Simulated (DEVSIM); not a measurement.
System: illuminated GaAs p-on-n cell, one wavelength, at 400 K.

| layer (left to right) | material | thickness (μm) | Nd (cm⁻³) | Na (cm⁻³) | τn (s) | τp (s) | absorption coefficient (cm⁻¹) |
|---|---|---|---|---|---|---|---|
| 1 | GaAs | 0.0780 | - | 1.3e18 | 1.9e-8 | 5.6e-10 | 6100 |
| 2 | GaAs | 2.70 | 1.5e17 | - | 2e-8 | 2e-8 | 6100 |

Left contact: ohmic, minority electron recombination velocity 3e6 cm/s. Right contact: ohmic, minority hole recombination velocity 2e5 cm/s. Voltage is applied to the left contact. Recombination: SRH at mid-gap, radiative, Auger. Light enters at the left, 4.7e16 photons cm⁻² s⁻¹, one pass, no reflection. Mobility is μmin + (μ − μmin)/(1 + (N/Nref)^α).

The device is made up for the run: typed textbook-type constants, with dimensions and the other settings drawn at random. Values at 300 K; Nc and Nv go as T^1.5, mobilities as T to minus their exponent, the gap by Varshni's rule with the affinity fixed.

```
parameter             GaAs
----------------  --------
gap (eV)             1.424
affinity (eV)         4.07
permittivity          12.9
Nc (cm⁻³)           4.7e17
Nv (cm⁻³)             9e18
μn (cm²/Vs)           8500
μp (cm²/Vs)            400
μn,min                 500
μp,min                  20
Nref,n                6e16
Nref,p              1.5e17
αn                    0.39
αp                    0.38
T exponent of μn       2.1
T exponent of μp       2.2
B (cm³/s)            2e-10
Cn (cm⁶/s)           1e-30
Cp (cm⁶/s)           1e-30
Varshni α (eV/K)  0.000541
Varshni β (K)          204
```

Simulated with DEVSIM: 1D drift-diffusion, Boltzmann statistics, complete ionisation; no tunnelling, impact ionisation, image-force lowering or self-heating.

The doping Nd of layer 2 was swept, all else fixed.

```tsv
doping Nd of layer 2 (cm^-3)	share of generated pairs collected at short circuit	potential step across the device at zero bias (V)	fill factor	largest field in the device at zero bias (V/cm)
4.5e15	0.768	1.121	0.72	74000
1.5e16	0.716	1.162	0.74	88000
4.5e16	0.679	1.200	0.76	120000
1.5e17	0.639	1.241	0.78	210000
```

From the first row to the last the share of generated pairs collected at short circuit goes from 0.768 to 0.639. From the first row to the last the potential step across the device at zero bias goes from 1.121 to 1.241.
